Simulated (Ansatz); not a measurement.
The cell is built on a prototype and need not be the phase stable at ambient conditions.

By PBEsol, the system below comes out a metal.

A figure of merit of an interconnect metal is its ballistic conductance per area.

Here is the system:

```
Rh3Zr
1.0
    3.94415     0.00000     0.00000
    0.00000     7.78273     0.00000
    1.97207     3.89137     1.97207
Rh Zr
3 1
Direct
  0.00000   0.50000   0.00000
  0.50000   0.75000   0.00000
  0.50000   0.25000   0.00000
  0.00000   0.00000   0.00000
```

Space group of this cell: I4/mmm. The cell was relaxed by PBE-D3(BJ); by PBEsol its mean pressure is -1.7 GPa.

The current flows along the normal of the first two printed cell vectors. No spin-orbit coupling; the value is a mean over 0.1 eV about the Fermi level.

**Question.** Predict the ballistic conductance per area from PBEsol run with Ansatz (a quantum-chemistry and plane-wave program).

**Answer.** 0.83 × 10¹⁵ S/m² for both spins.
